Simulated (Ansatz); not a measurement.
An Ansatz (an electronic-structure program) input (plane-wave PAW DFT at the LDA level (Ansatz, 420 eV), spin-orbit coupling left out):

Ansatz 0.2 input:
```yaml
crystal:
  lattice:
    - [4.8014422737, 0, 0]
    - [2.4007211369, 4.1581709838, 0]
    - [2.4007211369, -1.3860569946, 4.5017797868]
  atoms:
    - { symbol: Ga, position: [0.7115201788, 0.6442399106, 0.9327197318] }
    - { symbol: Ga, position: [0.7115201788, 0.1442399106, 0.4327197318] }
    - { symbol: Ga, position: [0.2884798212, 0.3557600894, 0.0672802682] }
    - { symbol: Ga, position: [0.2884798212, 0.8557600894, 0.5672802682] }
    - { symbol: O, position: [0.5, 0.4472092371, 0.25] }
    - { symbol: O, position: [0.8027907629, 0.75, 0.25] }
    - { symbol: O, position: [0.5, 0.5527907629, 0.75] }
    - { symbol: O, position: [0.8027907629, 0.9472092371, 0.75] }
    - { symbol: O, position: [0.1972092371, 0.25, 0.75] }
    - { symbol: O, position: [0.1972092371, 0.0527907629, 0.25] }
basis: { ecutwfc: 420, ecutrho_ratio: 4, xc_grid: 2, fft_grid_basis: typed }
kpoints: { mp_grid: { grid: [8, 8, 8] } }
hamiltonian:
  xc: lda
  dispersion: none
  pseudopotentials: { kind: paw }
scf: { occupations: { method: fermi_dirac, width: 0.05 } }
relax: { f_tol: 0.005, max_steps: 50, cell: { stress_tol: 0.01, fix: [a, b, gamma] } }
output: { forces: true, stress: true }
checkpoint: { write: state.ck, write_every: 1000 }
```

Task: Which symmetry and how many k-points will the program report, and about how many plane waves at Γ?

Result: Space group R-3c (ITA 167) with 12 operations, k-points 65 of 512, and 1725 plane waves at Γ.

Task: And the final pressure?

Result: 10.68 GPa (compression positive).

The cells carry an imposed strain or load. Stability against distortions was not tested. The cell was made from Ga2O3 in the corundum structure (space group R-3c, No. 167) by this change: biaxial strain −3.00 %, plane normal [001], relaxed out of plane.
